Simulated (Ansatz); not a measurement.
# Response to strain in TaN

The reference is TaN in the rock salt structure (space group Fm-3m, No. 225; a = 4.376 Å; relaxed with 0.1 eV smearing). Axes: x, y, z lie along the cube axes.

Strains are applied to the cell and any free atomic positions relax.

Computed with PBEsol in Ansatz (plane waves to 420 eV, PAW, no spin-orbit coupling).

Candidates:
(a) uniaxial strain ε_zz = −2.58 %
(b) tensor shear ε_xz = +2.32 %
(c) uniaxial strain ε_zz = +1.92 %
(d) uniaxial strain ε_yy = −1.22 %

Notes on the quantities. energy relative to the base: free energy F.

Task: Order them by energy relative to the base, lowest first.

Result: (d) uniaxial strain ε_yy = −1.22 % (+4.1 meV/atom), (b) tensor shear ε_xz = +2.32 % (+5.0 meV/atom), (c) uniaxial strain ε_zz = +1.92 % (+8.7 meV/atom), (a) uniaxial strain ε_zz = −2.58 % (+19 meV/atom)

Stability against distortions was not tested. All final runs are without spin polarisation. This is not the structure that TaN has at room temperature and ambient pressure.

Ansatz is an electronic-structure program.
